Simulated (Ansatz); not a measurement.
What Nb → Cu does to Nb

Take Nb in the bcc (W type) structure (space group Im-3m, No. 229; a = 3.271 Å) as the base.

Perturbation: every Nb is replaced by Cu; the structure is relaxed again.

Calculations: PBEsol, PAW, 420 eV (Ansatz, a first-principles code; no SOC), earlier PAW set. Γ-centred 23×23×23 mesh, Fermi–Dirac width 0.05 eV, for the changed cell.

The volume per atom falls by 6.14 Å³ (17.50 Å³ → 11.36 Å³) and the density grows by 0.48 g/cm³, from 8.81 g/cm³ to 9.29 g/cm³. The lattice parameter a drops by 0.439 Å to 2.832 Å and the space group remains Im-3m (No. 229). The shortest interatomic distance shrinks by 0.380 Å, from 2.833 Å to 2.453 Å and the band gap remains zero.

Whether these cells are dynamically stable was not tested. As relaxed here, Cu is a hypothetical phase, not in the database extracts checked. All final runs are without spin polarisation.
